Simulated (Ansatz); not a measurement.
CsCl-type NiAl

Calculation: PBE (Ansatz, a first-principles code, plane waves, PAW).

Settings: plane-wave cutoff 520 eV, 20×20×20 k mesh, Fermi–Dirac smearing 0.05 eV, no spin polarisation, scalar-relativistic PAW data made under PBE.

Cell: relaxed at this level.

For CsCl-type NiAl, the equilibrium lattice constant a comes out as 2.893 Å and the bulk modulus B0 is 160 GPa.

Measured, for comparison: lattice constant a 2.882 Å (extrapolated to 0 K, zero-point anharmonic expansion removed (Haas, Tran, Blaha 2009); as tabulated in Levämäki et al. (2014), arXiv:1402.3671); bulk modulus 156 GPa (room temperature, no zero-point or thermal correction; as tabulated in Yamada et al. (2019), arXiv:1910.09660). Computed (rounded) less measured: lattice constant a +0.4 %, bulk modulus +3 %. A static lattice is as a rule a little smaller and stiffer than an uncorrected measurement, which narrows the difference in the bulk modulus and would widen misses of the other sign.

Note: the run has no spin polarisation, so it can have missed a magnetic state; the bulk modulus is −V dP/dV from two relaxed cells at ±2 % in volume.

Static lattice: no zero-point or thermal effects.

Computing time: very roughly 23 core-seconds.
